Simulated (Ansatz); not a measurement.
**CsPbBr3: isotropic strain +2.40 %**

The parent structure is CsPbBr₃ in the cubic perovskite structure (space group Pm-3m, No. 221; a = 5.8721 Å).

The change: an isotropic linear strain of +2.40 %; the atoms relax in the strained cell.

Method: plane-wave PAW DFT at the PBEsol level (Ansatz, an electronic-structure program, 420 eV), no spin-orbit coupling. Settings: 6×6×6 k-points, 0.05 eV Fermi–Dirac smearing.

```csv
quantity,base,changed,shift
shortest interatomic distance,2.936 Å,3.007 Å,+0.0705 Å
energy relative to the base (free energy F),0 meV/atom,+13 meV/atom,+13 meV/atom
pressure,0.00 GPa,-1.29 GPa,-1.29 GPa
band gap,1.43 eV,1.70 eV,+0.27 eV
gap character,direct at R,direct at R,–
mean gap deformation potential ΔEg/Δln V,–,+3.8 eV,–
width of the top valence band,2.07 eV,1.62 eV,-0.45 eV
"electron mass (degenerate bands, along [100])","0.077, 0.74, 0.74 mₑ (at R)","0.088, 0.82, 0.82 mₑ (at R)",–
```

Cost of the whole job for the changed cell (relaxation, final SCF and bands): around 50 core-seconds (rough).

Spin-orbit coupling, missing from the scalar runs, can matter with Pb. Masses are band curvatures over ±0.01 Å⁻¹ around the edge. Whether these cells are dynamically stable was not tested. Many cubic perovskites are stable only at high temperature; tilts and polar distortions were not tested. This is not the structure that CsPbBr3 has at room temperature and ambient pressure.
